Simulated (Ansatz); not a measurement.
# Ti3Al: pressure series

The reference is Ti$_{3}$Al (space group P6_3/mmc, No. 194; a = 5.7553 Å, c = 4.6546 Å).

Cell and atoms are relaxed at each pressure.

Method: Ansatz (a program for electronic structure), PBE, PAW, cutoff 420 eV, no spin-orbit coupling, earlier PAW set.

```
pressure (GPa)  volume per atom (Å³/atom)
--------------  -------------------------
-1                                 16.840
0                                  16.690
1.8                                     ?
4.2                                16.125
9                                  15.574
18                                 14.729
30                                 13.852
45                                 12.997
60                                 12.315
```

**Question.** Fit the third-order Birch–Murnaghan form P(V) = (3B₀/2)[(V₀/V)^(7/3) − (V₀/V)^(5/3)]·[1 + (3/4)(B₀′ − 4)((V₀/V)^(2/3) − 1)] (squares taken in P) to the rows shown and predict the withheld row.

**Answer.** Least squares on the printed values gives V₀ = 16.688 Å³/atom, B₀ = 116 GPa, B₀′ = 3.6; this predicts 16.437 Å³/atom, and the run gives 16.437 Å³/atom, in agreement.

Load acts through the strain it causes; cell and atoms are relaxed under it. No phonon test of stability was made. Competing high-pressure phases were not computed. The final runs are not spin-polarised.
